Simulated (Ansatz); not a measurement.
Amorphous Hf₁₈O₃₆C, 55 atoms at 8.84 g/cm³, one PBE-relaxed geometry, zone centre. Methods: PBE, scalar-relativistic without spin-orbit coupling (Ansatz, a program for electronic structure); r2SCAN, scalar-relativistic without spin-orbit coupling (Ansatz); HSE06, scalar-relativistic without spin-orbit coupling (Ansatz). Plane waves to 420 eV (r2SCAN 500 eV); exact exchange is cut at the cell's faces. At PBE the levels at the filled edge of the gap are localised (band-tail or defect states), and the nearest spread-out levels lie 3.8 eV apart at the zone centre. All rungs ran without spin polarisation.

The cell was made by melting and quenching with the CHGNet potential and then relaxed with DFT. O atoms were pushed apart under 1.9 Å during the dynamics, to hinder bonds among them. The hot cell started wider than the set density and was brought back towards it in steps. It is the lowest in DFT energy of 2 quenches. It is a model cell: composition and starting density were chosen by hand, and all elements were melted together. No dispersion term was used. Its density started from a set value of 8.91 and ended at 8.84 g/cm³. The simulated quench (nominally 300 K/ps over its main leg) is rapid and tends to freeze in more defects than a deposited or slowly cooled glass has. Values belong to this one cell and scatter from quench to quench. Volume and shape were free in the relaxation. On a 2×2×2 Γ-centred mesh force components of up to 0.13 eV/Å stay, since the relaxation ran on the zone centre alone.

The relaxation ran on the zone centre alone. At PBE the level gap is 1.13 eV on a 2×2×2 Γ-centred mesh, and the spacing at the zone centre alone 1.13 eV.

### Question
What zone-centre spacing does r2SCAN give, roughly?

### Answer
1.34 eV (+0.22 eV against PBE).

### Question
What zone-centre spacing does HSE06 give, roughly?

### Answer
2.03 eV (+0.90 eV against PBE).

The highest filled and the lowest empty state spread over these numbers of atoms (participation numbers): PBE: 6.0 and 28.7; r2SCAN: 5.7 and 28.3; HSE06: 5.2 and 34.3.
